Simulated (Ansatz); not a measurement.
The reference is ZnO in the wurtzite structure (space group P6_3mc, No. 186; a = 3.279 Å, c = 5.294 Å).

Method: DFT with PBE, PAW potentials and a 420 eV plane-wave cutoff in Ansatz (a quantum-chemistry and plane-wave program), no SOC.

Base values:

* **Pressure**: 0.0 kbar

Now apply this change: the cell is scaled by 0.9700 in all directions; the atoms relax in the strained cell.

### Question
Predict the new energy relative to the base, pressure and mean gap deformation potential ΔEg/Δln V.

### Answer
The energy increases by 45 meV/atom; the pressure (mean of the normal stresses, compression positive) goes from zero to 144.2 kbar; the mean gap deformation potential ΔEg/Δln V comes out as -1.4 eV.

No phonon test of stability was made.
